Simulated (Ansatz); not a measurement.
**A computed series for MgO: response to strain**

Take MgO in the rock salt structure (space group Fm-3m, No. 225) as the base.

```yaml
crystal:
  lattice:
    - [0.00000, 2.10744, 2.10744]
    - [2.10744, 0.00000, 2.10744]
    - [2.10744, 2.10744, 0.00000]
  atoms:
    - { symbol: O, position: [0.00000, 0.00000, 0.00000] }
    - { symbol: Mg, position: [0.50000, 0.50000, 0.50000] }
```

Cartesian axes are those of the cell as printed.

Strains are applied to the cell and any free atomic positions relax; under biaxial strain the out-of-plane vector relaxes too.

Level of theory: PBEsol, PAW, 420 eV (Ansatz, a first-principles code; scalar-relativistic without spin-orbit coupling), earlier PAW set.

Notes on the quantities. energy relative to the base: free energy F.

```json
[
 {"variant": "base", "band gap": "4.62 eV", "energy relative to the base": "0 meV/atom", "space group": "Fm-3m (No. 225)"},
 {"variant": "biaxial strain +0.71 %, plane normal [001], relaxed out of plane", "band gap": "4.52 eV", "energy relative to the base": "+0.9 meV/atom", "space group": "I4/mmm (No. 139)"},
 {"variant": "biaxial strain −1.63 %, plane normal [110], relaxed out of plane", "band gap": "4.77 eV", "energy relative to the base": "+6.0 meV/atom", "space group": "Immm (No. 71)"},
 {"variant": "biaxial strain +2.61 %, plane normal [111], relaxed out of plane", "band gap": "4.05 eV", "energy relative to the base": "+15 meV/atom", "space group": "R-3m (No. 166)"},
 {"variant": "isotropic strain −1.36 %", "band gap": "5.03 eV", "energy relative to the base": "+8.0 meV/atom", "space group": "Fm-3m (No. 225)"},
 {"variant": "uniaxial strain ε_xx = −2.66 %", "band gap": "4.86 eV", "energy relative to the base": "+6.8 meV/atom", "space group": "I4/mmm (No. 139)"},
 {"variant": "uniaxial strain ε_xx = +1.48 %", "band gap": "4.46 eV", "energy relative to the base": "+1.8 meV/atom", "space group": "I4/mmm (No. 139)"},
 {"variant": "uniaxial strain ε_xx = +5.95 %", "band gap": "4.00 eV", "energy relative to the base": "+24 meV/atom", "space group": "I4/mmm (No. 139)"},
 {"variant": "tensor shear ε_xy = +3.74 %", "band gap": "4.27 eV", "energy relative to the base": "+24 meV/atom", "space group": "Immm (No. 71)"},
 {"variant": "tensor shear ε_yz = −0.26 %", "band gap": "4.60 eV", "energy relative to the base": "+0.1 meV/atom", "space group": "Immm (No. 71)"}
]
```

No phonon test of stability was made.
